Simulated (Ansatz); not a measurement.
## The (310) surface of fcc Ca in its 1x1 cell, outermost plane spacing 0.87 Å in the ideal cut

These are PBE (plane waves to 420 eV, PAW; Ansatz, a first-principles code) values and carry that method's errors.

Set-up: 13 atoms, 10.5 Å thick at the start (thin: gaps and levels are the slab's own); mesh 7x5x1; 0.1 eV smearing; dipole correction on; all atoms relaxed; held to the start's symmetry, so lower structures may exist; no spin, no spin-orbit, no U.

```yaml
surface energy (mean of both faces): 0.53 J/m^2
surface_energy_before_relaxation: 0.54 J/m²
work_function_of_the_top_face: 2.73 eV
energy_released_by_relaxation: 0.036 eV
cost: about 2.9 core-minutes (a rough figure)
```
